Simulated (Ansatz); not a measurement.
These are PBE (plane waves to 420 eV, PAW; Ansatz, a program for electronic structure) values and carry that method's errors.

Electrostatic potential energy of an electron, averaged over planes parallel to the surface, in eV from the Fermi level, for Li on the 1x1 (111) surface of fcc Cu, one in a 2x2 cell, started at the site 'hollow Cu-Cu-Cu over Cu at depth 4.1 Å':

```csv
z (Å),V (eV)
5.38,4.76
5.67,4.76
5.95,4.76
6.23,4.75
6.52,4.75
6.80,4.73
7.08,4.70
7.37,4.63
7.65,4.50
7.93,4.23
8.22,3.66
8.50,2.50
8.78,-0.21
9.07,-7.09
9.35,-14.40
9.63,-17.16
9.92,-14.74
10.20,-7.76
10.48,-1.28
10.77,-0.34
11.05,-4.95
11.33,-12.65
11.62,-16.97
11.90,-16.15
12.18,-10.34
12.47,-2.83
12.75,-0.06
13.03,-2.80
13.32,-10.30
13.60,-16.11
13.88,-16.94
14.17,-12.64
14.45,-4.93
14.73,-0.27
15.02,-1.07
15.30,-7.25
15.58,-14.35
15.87,-17.12
16.15,-14.69
16.43,-7.67
16.72,-0.81
17.00,1.69
17.28,1.97
17.57,1.16
17.85,0.42
18.13,0.46
18.42,1.03
18.70,1.49
18.98,1.68
19.27,1.81
19.55,1.89
19.83,1.95
20.12,1.99
20.40,2.01
20.68,2.02
20.97,2.03
21.25,2.04
21.53,2.04
21.82,2.05
22.10,2.05
```

Slab: 17 atoms, 6.2 Å thick at the start under the adsorbate (thin: gaps and levels are the slab's own); k 6x6x1, smearing 0.1 eV, dipole-corrected; 8 atoms held, the rest relaxed; symmetry of the start imposed; no spin, no spin-orbit, no U, no dispersion correction. At the end it is bonded to 3 Cu. In PBE it is, or lies within 0.03 eV of, the lowest of the starts that converged.

Task: The surface cell has an area of 22.82 Å². What dipole along the normal does the step between the two vacuum levels imply?

Result: the top vacuum level lies 2.71 eV below the bottom one; p = −ε₀ A ΔV (ε₀ = 0.005526 e/(V·Å)) gives 0.34 e·Å a cell.
